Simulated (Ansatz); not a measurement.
CdTe (F-43m) under uniaxial stress along [111] (compression positive): electron conductivity mass by r2SCAN with spin-orbit coupling, rigid bands (plane waves, PAW; Ansatz, an electronic-structure program). The unloaded cell, whose axes the loads refer to:

```yaml
crystal:
  lattice:
    - [0.00000, 3.27885, 3.27885]
    - [3.27885, 0.00000, 3.27885]
    - [3.27885, 3.27885, 0.00000]
  atoms:
    - { symbol: Cd, position: [0.00000, 0.00000, 0.00000] }
    - { symbol: Te, position: [0.25000, 0.25000, 0.25000] }
```

```tsv
uniaxial stress along [111] (compression positive) (GPa)	volume per atom (Å³)	electron conductivity mass (mₑ)
-2	35.83	0.0922
-1	35.54	?
0	35.25	0.0941
1	34.96	0.0959
2	34.64	0.0995
```

**Question.** Fit a straight line to ln(electron conductivity mass) against the load over the rows given, and predict the row at -1 GPa.

**Answer.** The means are x̄ = 0.250 GPa and ȳ = -2.3498; Σ(x − x̄)(y − ȳ) = 0.1578 and Σ(x − x̄)² = 8.750, so the slope is 1.80 % per GPa, and the rows given lie within 1.1 % of the line. At -1 GPa the line gives 0.0933 mₑ; the calculation gives 0.0931 mₑ, 0.17 % from it.

Masses are for dilute carriers at 300 K, harmonic means over directions unless an axis is named. Stresses and pressures are the targets of the relaxation. The structure type is held at every load. Geometry: cell and atoms relaxed with r2SCAN.
